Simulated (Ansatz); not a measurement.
A set of related cells and their band gap.

Cell A: NaCl (rock salt, Fm-3m), 2 atoms in the cell, k-point mesh 10×10×10 on the run's own vectors.
```yaml
crystal:
  lattice:
    - [0.00000, 2.78841, 2.78841]
    - [2.78841, 0.00000, 2.78841]
    - [2.78841, 2.78841, 0.00000]
  atoms:
    - { symbol: Na, position: [0.00000, 0.00000, 0.00000] }
    - { symbol: Cl, position: [0.50000, 0.50000, 0.50000] }
```

Cell B: NaCl (rock salt, Fm-3m), 2 atoms in the cell, k-point mesh 4×4×4 on the run's own vectors.
```xyz
2
Lattice="0.0000 2.7899 2.7899 2.7899 0.0000 2.7899 2.7899 2.7899 0.0000" Properties=species:S:1:pos:R:3 pbc="T T T"
Na     0.0000     0.0000     0.0000
Cl     2.7899     2.7899     2.7899
```

All numbers come from Ansatz (a program for electronic structure), plane waves with PAW, its default PAW set, cutoff 420 eV, 500 eV for r2SCAN. The structures are at rest with PBE+D3(BJ); other levels are single points on them. HSE06 runs on coarser k-point meshes, which give the PBE gaps of the finer ones within 0.03 eV. Neutral cells; Fermi-Dirac smearing of at most 0.05 eV in the solids, energies taken to zero width. The lattices are those relaxed with PBE+D3(BJ), so at other levels the solids can be strained, which adds to the spread. A dispersion term ran beside these levels; it doesn't touch the electrons. Gaps are highest filled to lowest empty Kohn-Sham level on the run's k-point mesh, states of defects and surfaces included; edges off the mesh make the true gap smaller, and under 0.08 eV counts as none.

Question: Predict the band gap (eV) of each cell with PBE.

Answer: 
```
cell            PBE
----  -------------
A     5.24 (direct)
B     5.23 (direct)
```

With PBE the value differs by no more than 0.01 eV between the cells.

Question: How do the other levels compare?

Answer: 
```
system         r2SCAN  HSE06
------  -------------  -----
A       6.04 (direct)   6.63
B       6.03 (direct)   6.62
```

With r2SCAN the value differs by no more than 0.01 eV between the cells. With HSE06 the value differs by no more than 0.01 eV between the cells.
